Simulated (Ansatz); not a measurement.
Functionals compared on a constructed model of the (111) surface of fcc Pd, a pseudomorphic layer of Mo in the host's stacking (bottom of the slab: a bare face, its two planes held), in Ansatz (plane waves, PAW). The structure was relaxed with PBE; the other rows are single points on it. Cutoff 420 eV (500 eV for r2SCAN).

Set-up: 7 atoms, 14.0 Å thick at the start; mesh 15x15x1; 0.1 eV smearing; dipole correction on; 2 atoms held, the rest relaxed; held to the start's symmetry, so lower structures may exist; no spin, no spin-orbit, no U. It is one candidate, not shown to be the stable structure of the face. These notes are the PBE run's.

```json
[
 {"functional": "PBE", "work function of the top face (eV)": "5.21", "rough cost of the single point": "–"},
 {"functional": "RPBE", "work function of the top face (eV)": "5.06", "rough cost of the single point": "about 30 core-seconds (a rough figure)"},
 {"functional": "r2SCAN", "work function of the top face (eV)": "5.31", "rough cost of the single point": "roughly 80 core-seconds"}
]
```

Ansatz is a quantum-chemistry and plane-wave program.
